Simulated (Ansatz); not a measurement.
# Several settings converged on Ir (Fm-3m, 1 atom in the cell)

```xyz
1
Lattice="0.0000 1.9104 1.9104 1.9104 0.0000 1.9104 1.9104 1.9104 0.0000" Properties=species:S:1:pos:R:3 pbc="T T T"
Ir     0.0000     0.0000     0.0000
```

Base method: PBE (plane waves, PAW; Ansatz, a quantum-chemistry and plane-wave program).

Base settings: basis.ecutwfc = 420 eV; kpoints.mp_grid.grid = 15 15 15; hamiltonian.xc = pbe; hamiltonian.pseudopotentials = {kind: paw} (the program's default PAW files); scf.occupations.method = gaussian; scf.occupations.width = 0.1 eV.

The count of work is k-points × plane waves × bands × iterations; it is no time. 

**The cutoff for other potential files**

Level: DFT, PBE, plane waves, harder PAW files (source: ansatz).

In this ladder: hamiltonian.pseudopotentials = {kind: paw, source: ansatz}.

The second cell is the first with its lattice scaled by 0.98.

The mesh stays at the base's, so the ladder's end is converged at best in this setting alone.

The first pressure column holds Ansatz's estimate of the finite-basis (Pulay) stress, which hides part of the cutoff error; the other is without it.

Only quantities that move along the ladder and can be compared are tabulated.

| basis.ecutwfc | free energy less the last step's (meV/atom) | energy of the compressed cell less the first (meV/atom) | pressure (GPa) | pressure without the Pulay estimate (GPa) | count of work / last |
|---|---|---|---|---|---|
| 280 eV | 61495.42 | -1036.93 | -207.87 | -3773.15 | 0.12 |
| 340 eV | 9172.31 | 398.13 | 84.72 | -757.51 | 0.13 |
| 435 eV | 370.92 | 155.39 | 15.86 | -29.21 | 0.20 |
| 525 eV | 9.57 | 147.68 | 14.89 | 13.14 | 0.24 |
| 620 eV | 1.48 | 147.74 | 14.92 | 14.90 | 0.38 |
| 745 eV | 0.62 | 147.70 | 14.91 | 14.89 | 0.46 |
| 930 eV | 0.30 | 147.69 | 14.91 | 14.89 | 0.63 |
| 1240 eV | 0.00 | 147.69 | 14.91 | 14.90 | 1.0 |

Coarsest basis.ecutwfc that holds the pressure within 0.2 GPa of the last step, with all finer ones: 525 eV, at 0.24 of the last step's count of work; the step before is off by 0.95 GPa.

Coarsest basis.ecutwfc that holds the free energy within 2 meV/atom of the last step, with all finer ones: 620 eV, at 0.38 of the last step's count of work; the step before is off by 9.6 meV/atom.

Coarsest basis.ecutwfc that holds the pressure without the Pulay estimate within 1 GPa of the last step, with all finer ones: 620 eV, at 0.38 of the last step's count of work; the step before is off by 1.8 GPa.

The energy difference between the two cells stays within 1 meV/atom of the last step's from 525 eV on, the total only from 745 eV on: much of the error is common to both cells and cancels.

At the lowest cutoff the pressure without the Pulay estimate lies 3790 GPa under the last step's, the usual sign of Pulay stress in an incomplete plane-wave basis.

**The cutoff for other potential files**

Level: DFT, PBE, plane waves, norm-conserving files (source: ansatz).

In this ladder: hamiltonian.pseudopotentials = {kind: nc, source: ansatz}.

The second cell is the first with its lattice scaled by 0.98.

The mesh stays at the base's, so the ladder's end is converged at best in this setting alone.

The first pressure column holds Ansatz's estimate of the finite-basis (Pulay) stress, which hides part of the cutoff error; the other is without it.

Only quantities that move along the ladder and can be compared are tabulated.

| basis.ecutwfc | free energy less the last step's (meV/atom) | energy of the compressed cell less the first (meV/atom) | pressure (GPa) | pressure without the Pulay estimate (GPa) | count of work / last |
|---|---|---|---|---|---|
| 415 eV | 3385.30 | 166.51 | 16.74 | -123.62 | 0.11 |
| 510 eV | 986.82 | 147.66 | 15.39 | -35.95 | 0.13 |
| 650 eV | 128.25 | 149.34 | 15.20 | 4.79 | 0.21 |
| 785 eV | 11.21 | 148.12 | 14.98 | 13.67 | 0.28 |
| 925 eV | 1.19 | 148.24 | 15.00 | 14.94 | 0.35 |
| 1110 eV | 0.72 | 148.23 | 15.00 | 14.98 | 0.47 |
| 1390 eV | 0.39 | 148.23 | 14.99 | 14.98 | 0.64 |
| 1850 eV | 0.00 | 148.23 | 14.99 | 14.98 | 1.0 |

Coarsest basis.ecutwfc that holds the energy of the compressed cell less the first within 2 meV/atom of the last step, with all finer ones: 510 eV, at 0.13 of the last step's count of work; the step before is off by 18 meV/atom.

Coarsest basis.ecutwfc that holds the pressure within 0.05 GPa of the last step, with all finer ones: 785 eV, at 0.28 of the last step's count of work; the step before is off by 0.21 GPa.

Coarsest basis.ecutwfc that holds the pressure without the Pulay estimate within 0.1 GPa of the last step, with all finer ones: 925 eV, at 0.35 of the last step's count of work; the step before is off by 1.3 GPa.

The energy difference between the two cells stays within 1 meV/atom of the last step's from 785 eV on, the total only from 1110 eV on: much of the error is common to both cells and cancels.

At the lowest cutoff the pressure without the Pulay estimate lies 139 GPa under the last step's, the usual sign of Pulay stress in an incomplete plane-wave basis.

**The relaxed cell against the cutoff**

In this ladder: relax = cell and atoms.

The mesh stays at the base's, so the ladder's end is converged at best in this setting alone.

Only quantities that move along the ladder and can be compared are tabulated.

```tsv
basis.ecutwfc	relaxed volume (Å³/atom)	relaxation steps
210 eV	14.573	52
250 eV	14.767	17
295 eV	14.472	14
355 eV	14.490	9
420 eV	14.494	6
505 eV	14.491	6
630 eV	14.491	6
840 eV	14.491	6
```

Coarsest basis.ecutwfc that holds the relaxed volume within 0.029 Å³/atom of the last step, with all finer ones: 295 eV; the step before is off by 0.28 Å³/atom.

At the lowest cutoff the cell relaxes to a volume 0.6 % larger than at the highest. Ansatz relaxes on a stress corrected for the finite basis.

On the base run: the starting cell has typed, rounded lattice constants, without a prior relaxation at this level. Its lattice was rescaled by up to half a per cent. Spin polarisation is off.

Keys are those of Ansatz 0.2.
